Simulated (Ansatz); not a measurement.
The reference is Mo in the bcc (W type) structure (space group Im-3m, No. 229; a = 3.112 Å; relaxed with 0.1 eV smearing). Axes: x, y, z lie along the cube axes.

Level of theory: plane-wave PAW DFT at the LDA level (Ansatz, an electronic-structure program, 420 eV), no spin-orbit coupling.

For the base:

Pressure: 0.0 GPa
Volume per atom: 15.06 Å³

Now apply this change: compressive biaxial strain of 2.50 % in the plane normal to [001], as in epitaxy on a mismatched substrate; the out-of-plane cell vector and the atoms relax.

Question: How does this affect the pressure?

Answer: The pressure (mean of the normal stresses, compression positive) goes from zero to 10.1 GPa.

Question: What does the calculation give for the volume per atom after the change?

Answer: The volume per atom shrinks by 0.467 Å³, from 15.06 Å³ to 14.60 Å³.

Whether these cells are dynamically stable was not tested. The final runs are not spin-polarised.
